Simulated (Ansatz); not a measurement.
# Defect calculation: Be interstitial in silicon

Calculation: PBE, PAW (plane waves to 420 eV; Ansatz, an electronic-structure program). The supercell holds 64 host sites (2×2×2 repeats of a cell of 8 atoms), with a 2×2×2 shifted k-point sampling for the final energies. Site at the start: void with 4Si nearest. Energies of charged states are corrected for periodic images (point charge plus alignment at distant sites). Dielectric constants: PBE linear response of the host. Host gap at this level: 0.61 eV. A cell of this size leaves errors of a few tenths of an eV. Levels are measured in PBE's own, too narrow, gap. Spin–orbit coupling is left out. Each state is the lowest found from its start.

Formation energies E_f are given with the Fermi level at the valence-band maximum. Chemical conditions: host crystal and elements as references (Δμ(Be) = 0.00 eV; Be taken from its element, since no compound that bounds it was computed at this level; only phases computed here count, gases as isolated molecules at 0 K). Reference phases: Be: hcp Be.

The name describes the start; the neighbours show where the atoms ended.

Charges with a result: +2, +1, 0. Others weren't obtained, and one of them could lie lower, also by skipping a charge.

```
charge         moment (μB)  point group  largest move off a lattice site (Å)  neighbours of the last Be atom of the defect at the end (Å)  image correction with alignment (eV)  E_f, host crystal and elements as references (eV)
------  ------------------  -----------  -----------------------------------  -----------------------------------------------------------  ------------------------------------  -------------------------------------------------
+2†     not spin-polarised            –                                 0.07                           Si 2.41, Si 2.42, Si 2.42, Si 2.42                                  0.65                                                  –
+1†                    1.0            –                                 0.06                           Si 2.41, Si 2.41, Si 2.41, Si 2.41                                  0.21                                                  –
0       not spin-polarised           Td                                 0.05                           Si 2.40, Si 2.40, Si 2.40, Si 2.40                                  0.00                                               2.40
```

† Not settled in this cell, so no level is given: charge +2: a level filled in part, carriers not clearly localised, level within 0.1 eV of a band edge or past it; charge +1: carriers not clearly localised.

Point groups are those of the whole cell at tolerances of 0.03 and 0.1 Å ("near" where only the looser one holds); none is given for unsettled states.
